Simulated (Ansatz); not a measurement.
Base system: Sn in the diamond structure (space group Fd-3m, No. 227; a = 6.569 Å). Axes: x, y, z lie along the cube axes.

Structures relaxed with r2SCAN (Ansatz, an electronic-structure program), no SOC, earlier PAW set.

Base:

Simulated powder pattern, Mo Kα, λ = 0.71073 Å (kinematic, ideal powder, no thermal factors, no anomalous dispersion; the 8 strongest lines at most, above 2 %, up to 2θ = 40°):

```tsv
2θ (°)	I/Imax (%)	hkl
10.75	100	(111)
17.60	87	(220)
20.67	56	(311)
24.99	16	(400)
27.28	25	(331)
30.74	34	(422)
32.65	19	(333)
37.33	18	(531)
```

The change: uniaxial strain ε_zz = −4.59 %, all other strain components held at zero, atoms relaxed at fixed cell.

### Question
How do the reflections move or split?

### Answer

Simulated powder pattern, Mo Kα, λ = 0.71073 Å (kinematic, ideal powder, no thermal factors, no anomalous dispersion; the 8 strongest lines at most, above 2 %, up to 2θ = 40°):

```csv
2θ (°),I/Imax (%),hkl
10.93,100,(111)
17.60,30,(220)
18.04,56,(202)
20.77,38,(311)
21.50,17,(113)
24.99,11,(400)
27.92,16,(313)
31.00,23,(422)
```

The indices refer to the base's conventional cell; one index is shown for lines that coincide. The space group is now I4_1/amd (No. 141).

Stability against distortions was not tested.
